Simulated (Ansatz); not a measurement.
**Pressure series in Al3Pt2**

Start from Al$_{3}$Pt$_{2}$ (space group P-3m1, No. 164; a = 4.204 Å, c = 5.184 Å; a cell from a computed database, its experimental status unchecked).

Cell and atoms are relaxed at each pressure.

All numbers come from PBEsol/PAW in Ansatz (an electronic-structure program), no spin-orbit coupling.

```json
[
 {"pressure (GPa)": "-1", "volume per atom (Å³/atom)": "15.970"},
 {"pressure (GPa)": "0", "volume per atom (Å³/atom)": "15.872"},
 {"pressure (GPa)": "0.3", "volume per atom (Å³/atom)": "15.843"},
 {"pressure (GPa)": "0.7", "volume per atom (Å³/atom)": "15.806"},
 {"pressure (GPa)": "1.5", "volume per atom (Å³/atom)": "15.732"},
 {"pressure (GPa)": "3", "volume per atom (Å³/atom)": "15.599"},
 {"pressure (GPa)": "5", "volume per atom (Å³/atom)": "?"},
 {"pressure (GPa)": "7.5", "volume per atom (Å³/atom)": "15.230"},
 {"pressure (GPa)": "10", "volume per atom (Å³/atom)": "15.045"}
]
```

Fit the third-order Birch–Murnaghan form P(V) = (3B₀/2)[(V₀/V)^(7/3) − (V₀/V)^(5/3)]·[1 + (3/4)(B₀′ − 4)((V₀/V)^(2/3) − 1)] (squares taken in P) to the rows shown and predict the withheld row.

Least squares on the printed values gives V₀ = 15.872 Å³/atom, B₀ = 166 GPa, B₀′ = 4.5; this predicts 15.429 Å³/atom, and the run gives 15.429 Å³/atom, in agreement.

Load acts through the strain it causes; cell and atoms are relaxed under it. Whether these cells are dynamically stable was not tested. Competing high-pressure phases were not computed. The final runs are not spin-polarised.
